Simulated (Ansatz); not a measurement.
A computed series for TiO2: response to strain

Take TiO2 in the rutile structure (space group P4_2/mnm, No. 136; a = 4.5481 Å, c = 2.9171 Å) as the base. Axes: x, y, z lie along a, b, c of the conventional cell.

Strains are applied to the cell and any free atomic positions relax.

The values are results of LDA, PAW, 420 eV (Ansatz, a program for electronic structure; no spin-orbit coupling), not measurements.

Notes on the quantities. pressure: mean of the normal stresses, compression positive.

```csv
variant,electron mass,pressure,band gap
base,"0.52 mₑ along c, 1.1 mₑ across (at Γ)",0.00 GPa,1.86 eV
uniaxial strain ε_zz = −3.00 %,"0.47 mₑ along z, 1.0 mₑ across (at Γ)",(withheld),1.91 eV
uniaxial strain ε_zz = −2.40 %,"0.48 mₑ along z, 1.0 mₑ across (at Γ)",7.47 GPa,1.90 eV
uniaxial strain ε_zz = −1.80 %,"0.49 mₑ along z, 1.0 mₑ across (at Γ)",5.52 GPa,1.89 eV
uniaxial strain ε_zz = −1.20 %,"0.50 mₑ along z, 1.0 mₑ across (at Γ)",3.62 GPa,(withheld)
uniaxial strain ε_zz = −0.60 %,"0.51 mₑ along z, 1.1 mₑ across (at Γ)",1.78 GPa,1.87 eV
```

Complete the table.


- uniaxial strain ε_zz = −3.00 %, pressure: 9.49 GPa
- uniaxial strain ε_zz = −1.20 %, band gap: 1.88 eV

Effective masses come from finite differences of ±0.01 Å⁻¹. Stability against distortions was not tested. The final runs are not spin-polarised.
